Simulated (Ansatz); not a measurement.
Start from ZnS in the wurtzite structure (space group P6_3mc, No. 186; a = 3.7821 Å, c = 6.2078 Å).

Modification: cell and atoms relaxed at a pressure of 18 GPa.

The values are results of PBEsol (Ansatz, a quantum-chemistry and plane-wave program), no spin-orbit coupling, not measurements.

Base, band edges from the VBM (valence, conduction): K -2.19, 4.02; H -1.42, 4.40; M -0.93, 3.51; L -1.69, 3.40; A -0.49, 3.50; Γ 0.00, 2.15 eV.

Question: Give the band edges at the high-symmetry points of the new zone, measured from its valence-band maximum.

Answer: 
| point | valence edge (eV) | conduction edge (eV) |
|---|---|---|
| Γ | 0.00 | 2.85 |
| M | -1.19 | 3.29 |
| K | -2.81 | 3.33 |
| A | -0.63 | 3.91 |
| L | -2.16 | 3.27 |
| H | -1.91 | 4.42 |

The gap is 2.85 eV, direct at Γ.

Load acts through the strain it causes; cell and atoms are relaxed under it. No phonon test of stability was made. Tetrahedral semiconductors of this kind turn to denser phases somewhere between about 1 and 50 GPa; those were not computed, so compressed cells here can lie past the real transition.
